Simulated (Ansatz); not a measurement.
For CsCl-type YRh, PBEsol (Ansatz, a program for electronic structure, PAW) gives:

```
Property                                 Value
------------------------------  --------------
equilibrium lattice constant a         3.384 Å
enthalpy of formation           -0.804 eV/atom
```

Question: What does r²SCAN in Ansatz (plane waves, PAW) give for the same quantities?

Answer: 
- lattice constant a: 3.417 Å (grows by 1.0 %)
- formation enthalpy: -0.893 eV/atom (moves by -0.089 eV/atom)

For comparison: lattice constant a 3.407 Å (measured, temperature not stated, copied from a table, unchecked, not corrected to a static lattice; as tabulated in Acta Crystallographica 18, 835 (1965)).

Changes are worked out from the printed values.

Unless a cell is named, each level is at its own relaxed cell (PBEsol 19.37, r²SCAN 19.94 Å³/atom).

The crystal itself was run without spin with PBEsol, r²SCAN; a magnetic state was not tried in these runs.

Ansatz's density-functional and Hartree–Fock values are scalar-relativistic unless marked +SOC, with PAW data made under PBE.
